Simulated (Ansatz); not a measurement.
Consider AlN in the wurtzite structure (space group P6_3mc, No. 186; a = 3.114 Å, c = 4.984 Å). Axes: x lies along a and z along c of the hexagonal cell.

Modification: compressive biaxial strain of 2.49 % in the plane normal to [001], as in epitaxy on a mismatched substrate; the out-of-plane cell vector and the atoms relax.

Levels (all Ansatz, an electronic-structure program, PAW): PBEsol (420 eV, spin-orbit coupling left out); r2SCAN (500 eV, scalar-relativistic without spin-orbit coupling); HSE06 (420 eV, no SOC).

One geometry, relaxed with PBEsol, under each level:

| level | band gap | lowest conduction level above the VBM at special points | electron mass | pressure |
|---|---|---|---|---|
| PBEsol | 4.46 eV | Γ 4.46 eV; K 4.78 eV; L 5.25 eV; M 5.55 eV | 0.28 mₑ out of plane, 0.32 mₑ in plane (at Γ) | 8.26 GPa |
| r2SCAN | 5.21 eV | Γ 5.21 eV; K 5.59 eV; L 6.06 eV; M 6.32 eV | 0.28 mₑ out of plane, 0.33 mₑ in plane (at Γ) | 7.31 GPa |
| HSE06 | 5.95 eV | Γ 5.95 eV; K 6.26 eV; L 6.75 eV | – | – |

Single points use the geometry relaxed with PBEsol. Their cutoffs differ, which shifts pressures a little. Effective masses come from finite differences of ±0.01 Å⁻¹. Stability against distortions was not tested.
